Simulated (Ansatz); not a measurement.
The starting structures come from a database of crystals and need not be the phases stable at ambient conditions.

Consider the following.

```
CELL_PARAMETERS angstrom
      3.54721     0.00000     0.00000
      0.00000     7.26880    -0.01053
      0.00000     0.00621     6.31624
ATOMIC_POSITIONS crystal
  V  0.75000 0.27606 0.74459
  V  0.25000 0.72394 0.25541
  V  0.75000 0.09955 0.19616
  V  0.25000 0.90045 0.80384
  O  0.25000 0.19092 0.73925
  O  0.75000 0.80908 0.26075
  O  0.75000 0.29529 0.03837
  O  0.25000 0.70471 0.96163
  O  0.75000 0.17614 0.43934
  O  0.25000 0.82386 0.56066
  O  0.25000 0.03327 0.14699
  O  0.75000 0.96673 0.85301
  O  0.75000 0.48533 0.68200
  O  0.25000 0.51467 0.31800
```

Space group of this cell: P2_1/m. The cell was relaxed by PBE-D3(BJ); by r2SCAN its mean pressure is -3.2 GPa.

Transport runs along the normal of the first two printed cell vectors.

The gap is the functional's own, uncorrected, and κ follows it; spin-orbit coupling is left out. Mid-gap values are interpolated between the computed energies.

Problem. Give the band gap and the smallest decay constant κ at mid-gap that r2SCAN in Ansatz (a program for electronic structure) yields.

Solution. Gap 1.80 eV on a 8×4×6 mesh; κ = 0.374 1/Å, at the zone centre.
